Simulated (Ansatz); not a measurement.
# hypothetical rock salt PdGe with two functionals, x(Sn) = 0.75, 8 atoms, Cmmm

Consider PdGe in the rock salt structure (space group Fm-3m, No. 225; a = 5.215 Å; a hypothetical phase, not in the database extracts checked).

(Cell as relaxed with PBE.)

Levels (all Ansatz, a first-principles code, PAW): PBE (420 eV, spin-orbit coupling left out); r2SCAN (500 eV, no spin-orbit coupling).

Each level relaxes its own structure.

```tsv
base	PBE	r2SCAN
volume per atom	17.72 Å³	17.23 Å³
lattice parameter a	5.215 Å	5.166 Å
band gap	zero	zero
```

The change: a fraction x = 0.75 of the Ge sites is given to Sn, ordered in a cell of 8 atoms (starting symmetry Cmmm) and fully relaxed.

```csv
quantity,PBE,r2SCAN
deviation of the volume from the linear (Vegard-type) interpolation,-1.6 %,-1.5 %
mixing energy (to 0.01 eV only: unlike meshes or grids) (against an end that may be hypothetical),-0.04 eV/atom,-0.04 eV/atom
```

The two agree on the mixing energy. Neither level is exact; r2SCAN is the comparison here, not a measurement.

Each cell is one ordered arrangement of few atoms, which overstates ordering effects compared with a random alloy. Stability against distortions was not tested. The final runs are not spin-polarised. Under x(Sn) = 0.75, 8 atoms, Cmmm and x(Sn) = 0.75, 8 atoms, Cmmm the cell changed shape so far that it is another structure.
